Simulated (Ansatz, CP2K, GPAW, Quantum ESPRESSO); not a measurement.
## One structure in several programs: PbSe2 (P1, 6 atoms in the cell)

Self-consistent single point, at a second geometry (atoms moved at random). First geometry:

```yaml
crystal:
  lattice:
    - [-3.22050, 3.22050, 3.88034]
    - [3.22050, -3.22050, 3.88034]
    - [3.22050, 3.22050, -3.88034]
  atoms:
    - { symbol: Pb, position: [0.25000, 0.25000, 0.00000] }
    - { symbol: Pb, position: [0.75000, 0.75000, 0.00000] }
    - { symbol: Se, position: [0.62982, 0.12982, 0.75964] }
    - { symbol: Se, position: [0.37018, 0.87018, 0.24036] }
    - { symbol: Se, position: [0.12982, 0.37018, 0.50000] }
    - { symbol: Se, position: [0.87018, 0.62982, 0.50000] }
```

Second geometry:
```xyz
6
Lattice="-3.2205 3.2205 3.8803 3.2205 -3.2205 3.8803 3.2205 3.2205 -3.8803" Properties=species:S:1:pos:R:3 pbc="T T T"
Pb     0.0123    -0.0455     1.9532
Pb    -0.0482    -0.0245     5.7920
Se     0.8534     4.1032     0.0009
Se     2.3817    -0.8548     3.9338
Se     2.3817     0.8779    -0.0676
Se     0.8600     2.3848     3.9092
```

Shared settings, as Ansatz (a program for electronic structure) writes them: kpoints.mp_grid.grid = 4 4 4; scf.occupations.method = gaussian; scf.occupations.width = 0.0147 Ry. Potentials and cutoffs stand in the table.

```csv
code,model,ΔF from the first geometry (meV/atom),pressure (GPa),largest force (eV/Å),cutoff
CP2K,"LDA (Pade form), GPW, TZVP-MOLOPT-SR-GTH basis, GTH-PADE potentials (GTH_POTENTIALS)",-0.7,-2.85,0.185,grid 400 Ry
Ansatz,"LDA (PW92), PAW files made with PBE",2.9,-3.09,0.313,default
GPAW,"LDA (Perdew-Wang 92), GPAW PAW datasets LDA (gpaw-data 1.0.1)",2.4,-3.21,0.276,550 eV
Quantum ESPRESSO,"LDA (PZ), GBRV 1.5 ultrasoft (LDA) pseudopotentials",2.4,-3.16,0.292,40 Ry
```

Size of the force on each atom (eV/Å): Sizes of forces hide their directions.

| code | Pb1 | Pb2 | Se3 | Se4 | Se5 | Se6 |
|---|---|---|---|---|---|---|
| CP2K | 0.089 | 0.058 | 0.144 | 0.138 | 0.185 | 0.081 |
| Ansatz | 0.103 | 0.066 | 0.313 | 0.277 | 0.286 | 0.190 |
| GPAW | 0.100 | 0.064 | 0.276 | 0.243 | 0.255 | 0.155 |
| Quantum ESPRESSO | 0.102 | 0.066 | 0.292 | 0.257 | 0.269 | 0.169 |

No clean gap comes from CP2K, Ansatz, GPAW and Quantum ESPRESSO: levels at the Fermi energy touch, overlap or are partly filled at this smearing.

On Ansatz's run: spin-orbit coupling is off.

The spread over the programs that give each value: ΔF from the first geometry within 3.6 meV/atom; pressure within 0.36 GPa; largest force within 0.128 eV/Å.

CP2K uses small atom-centred bases, whose incompleteness enters pressures, forces and empty levels differently from a plane-wave cutoff. Ansatz's pressure is given at a fixed set of plane waves, as the other plane-wave codes print theirs. The same LDA comes in different parametrisations, which differ slightly. In the force vectors, CP2K (by 0.154) lies more than 0.08 eV/Å from the median of the plane-wave programs.

The starting cell comes from a database of computed structures (which also holds hypothetical and non-ambient phases and stackings), without a prior relaxation at this level. Its lattice was rescaled by a random factor within 2.5 % of one. For this run, on top of that: atoms moved at random.

Keys are those of Ansatz 0.2.
